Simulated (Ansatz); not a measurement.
Consider the following.

End structure of Li on the 1x1 (110) surface of bcc W, one in a 2x2 cell, started at the site 'hollow W-W-W':

```yaml
crystal:
  lattice:
    - [5.51535, 0.00000, 0.00000]
    - [-1.83845, 5.19992, 0.00000]
    - [0.00000, 0.00000, 26.00000]
  atoms:
    - { symbol: W, position: [0.25000, 0.25000, 0.37289] }
    - { symbol: W, position: [0.25000, 0.75000, 0.37289] }
    - { symbol: W, position: [0.75000, 0.25000, 0.37289] }
    - { symbol: W, position: [0.75000, 0.75000, 0.37289] }
    - { symbol: W, position: [0.00000, 0.00000, 0.45653] }
    - { symbol: W, position: [0.00000, 0.50000, 0.45653] }
    - { symbol: W, position: [0.50000, 0.00000, 0.45653] }
    - { symbol: W, position: [0.50000, 0.50000, 0.45653] }
    - { symbol: W, position: [0.24999, 0.25001, 0.54348] }
    - { symbol: W, position: [0.25028, 0.75010, 0.54342] }
    - { symbol: W, position: [0.74990, 0.24972, 0.54342] }
    - { symbol: W, position: [0.75012, 0.74988, 0.54301] }
    - { symbol: W, position: [0.99540, 0.99494, 0.62709] }
    - { symbol: W, position: [0.00213, 0.49787, 0.62861] }
    - { symbol: W, position: [0.49804, 0.00196, 0.62869] }
    - { symbol: W, position: [0.50506, 0.50460, 0.62709] }
    - { symbol: Li, position: [0.25020, 0.24980, 0.71474] }
```

Set-up: 17 atoms, 6.6 Å thick at the start under the adsorbate (thin: gaps and levels are the slab's own); mesh 6x6x1; 0.1 eV smearing; dipole correction on; 8 atoms held, the rest relaxed; held to the start's symmetry, so lower structures may exist; no spin, no spin-orbit, no U, no dispersion correction. At the end it is bonded to 4 W. In PBE it is, or lies within 0.03 eV of, the lowest of the starts that converged.

A negative adsorption energy means that the adsorbate is more stable on the surface than in its reference.

### Question
What is the computed adsorption energy against an atom of bcc Li (PBE (Ansatz, an electronic-structure program))?

### Answer
-17.4 kcal/mol

### Question
Estimate the change of the step from the bottom to the top vacuum level, against the clean slab that PBE returns for this input.

### Answer
-2.30 eV

### Question
What is the computed work function of the top face (PBE)?

### Answer
2.49 eV

### Question
Give the change of the work function at the level PBE.

### Answer
-2.33 eV
